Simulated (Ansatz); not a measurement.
The parent structure is an 8-atom supercell of Ge in the diamond structure (space group Fd-3m, No. 227) at its relaxed geometry.

```
CELL_PARAMETERS angstrom
     -5.76221     0.00000     0.00000
      0.00000     0.00000     5.76221
      0.00000     5.76221     0.00000
ATOMIC_POSITIONS crystal
  Ge 0.50000 0.50000 0.50000
  Ge 0.00000 0.50000 0.00000
  Ge 0.00000 0.00000 0.50000
  Ge 0.50000 0.00000 0.00000
  Ge 0.25000 0.75000 0.75000
  Ge 0.75000 0.75000 0.25000
  Ge 0.75000 0.25000 0.75000
  Ge 0.25000 0.25000 0.25000
```

The values are results of PBE (Ansatz, an electronic-structure program), spin-orbit coupling left out, earlier PAW set, not measurements.

For the base:

- Mean distance from the defect site to its nearest host atoms: 2.50 Å
- Pressure: 0.0 GPa

Perturbation: one Ge atom is replaced by Ni, atoms relaxed at fixed cell, starting from a slightly rattled geometry.

How does this affect the mean distance from the defect site to its nearest host atoms, largest displacement of a host atom from its site in the perfect cell and pressure?

The mean distance from the defect site to its nearest host atoms falls by 0.114 Å (2.50 Å → 2.38 Å); the largest displacement of a host atom from its site in the perfect cell comes out as 0.12 Å; the pressure goes from zero to -3.0 GPa.

The magnetic state is the one reached from the starting moments; the real material's order can differ, and small cells can't hold many antiferromagnetic ones. The cell is small, so the values are those of an ordered compound at a high defect concentration; dilute-limit values will differ. Seeded moments were not kept for Ni on a Ge site. The defect cell is spin-polarised and ends with 0.0 μB.
